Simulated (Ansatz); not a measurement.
Several settings converged on Mg2Pd (I4mm, 3 atoms in the cell)

```
CELL_PARAMETERS angstrom
     -1.62813     1.62813     5.06532
      1.62813    -1.62813     5.06532
      1.62813     1.62813    -5.06532
ATOMIC_POSITIONS crystal
  Mg 0.65216 0.65216 0.00000
  Mg 0.35278 0.35278 0.00000
  Pd 0.00000 0.00000 0.00000
```

Base method: PBEsol, default PAW files made with PBE (plane waves; Ansatz, a first-principles code).

Base settings: basis.ecutwfc = 420 eV; kpoints.mp_grid.grid = 14 14 14; hamiltonian.xc = pbesol; hamiltonian.pseudopotentials = {kind: paw} (the program's default PAW files); scf.occupations.method = fermi_dirac; scf.occupations.width = 0.1 eV.

The count of work is k-points × plane waves × bands × iterations; it is no time. Core times come from one kind of shared machine, to one figure; runs under 30 s give none.

**The width of Fermi-Dirac smearing**

In this ladder: kpoints.mp_grid.grid = 23 23 23.

Narrow widths need finer meshes than wide ones, so the last steps can hold mesh noise.

Only quantities that move along the ladder and can be compared are tabulated; pressure and forces are left out, as mesh noise rules them at narrow widths.

```tsv
scf.occupations.width	free energy less the last step's (meV/atom)	energy extrapolated to zero width less the last step's (meV/atom)	core time / last (rough)
1 eV	-648.76	63.18	1
0.5 eV	-141.95	4.65	0.6
0.3 eV	-46.93	-0.17	0.9
0.2 eV	-17.63	0.06	1.0
0.1 eV	0.00	0.00	1
```

Widest scf.occupations.width that holds the energy extrapolated to zero width within 2 meV/atom of the last step, with all finer ones: 0.3 eV; the step before is off by 4.7 meV/atom.

Widest scf.occupations.width that holds the free energy within 5 meV/atom: not settled: the last two steps still differ by 18 meV/atom, over half the tolerance, so the ladder does not show it.

The extrapolation to zero width removes most of the smearing's effect on the energy.

**The width of Methfessel-Paxton smearing**

In this ladder: kpoints.mp_grid.grid = 23 23 23; scf.occupations.method = methfessel_paxton.

Narrow widths need finer meshes than wide ones, so the last steps can hold mesh noise.

Only quantities that move along the ladder and can be compared are tabulated; pressure and forces are left out, as mesh noise rules them at narrow widths.

```tsv
scf.occupations.width	free energy less the last step's (meV/atom)	core time / last (rough)
1 eV	-0.99	0.7
0.5 eV	0.11	0.9
0.3 eV	-0.16	1
0.2 eV	-0.19	0.7
0.1 eV	-0.07	0.8
0.05 eV	0.00	1
```

Widest scf.occupations.width that holds the free energy within 0.5 meV/atom of the last step, with all finer ones: 0.5 eV; the step before is off by 0.99 meV/atom.

**The mesh under tetrahedron occupations**

In this ladder: scf.occupations.method = tetrahedron; scf.occupations.width = default.

Only quantities that move along the ladder and can be compared are tabulated.

| kpoints.mp_grid.grid | free energy less the last step's (meV/atom) | pressure (GPa) | largest difference of a force vector from the last step's (eV/Å) | count of work / last | core time / last (rough) |
|---|---|---|---|---|---|
| 6 6 6 | -3.51 | -2.20 | 0.006 | 0.012 | – |
| 7 7 7 | -1.16 | -2.12 | 0.056 | 0.013 | – |
| 9 9 9 | 0.41 | -2.06 | 0.018 | 0.025 | – |
| 11 11 11 | 0.30 | -2.07 | 0.005 | 0.048 | – |
| 14 14 14 | 0.46 | -2.06 | 0.010 | 0.094 | – |
| 17 17 17 | 0.17 | -2.06 | 0.006 | 0.16 | – |
| 21 21 21 | 0.03 | -2.05 | 0.003 | 0.28 | 0.3 |
| 27 27 27 | -0.03 | -2.05 | 0.001 | 0.57 | 0.6 |
| 33 33 33 | 0.00 | -2.05 | 0.000 | 1.0 | 1 |

Coarsest kpoints.mp_grid.grid that holds the free energy within 0.5 meV/atom of the last step, with all finer ones: 9 9 9, at 0.025 of the last step's count of work; the step before is off by 1.2 meV/atom.

Coarsest kpoints.mp_grid.grid that holds the pressure within 0.1 GPa of the last step, with all finer ones: 7 7 7, at 0.013 of the last step's count of work; the step before is off by 0.15 GPa.

Coarsest kpoints.mp_grid.grid that holds the forces within 0.005 eV/Å of the last step, with all finer ones: 21 21 21, at 0.28 of the last step's count of work and about 0.3 of the last step's time; the step before is off by 0.006 eV/Å.

On the base run: the starting cell comes from a database of computed structures (which also holds hypothetical and non-ambient phases and stackings), without a prior relaxation at this level. Its lattice was rescaled by up to half a per cent. One atom was moved a little off its site on purpose. Spin polarisation is off. Ansatz's pressure includes its estimate of the finite-basis (Pulay) stress.

Left out of this page: 4 runs of the series outside the window shown, repeating another row's setting, or not comparable.

Keys are those of Ansatz 0.2.
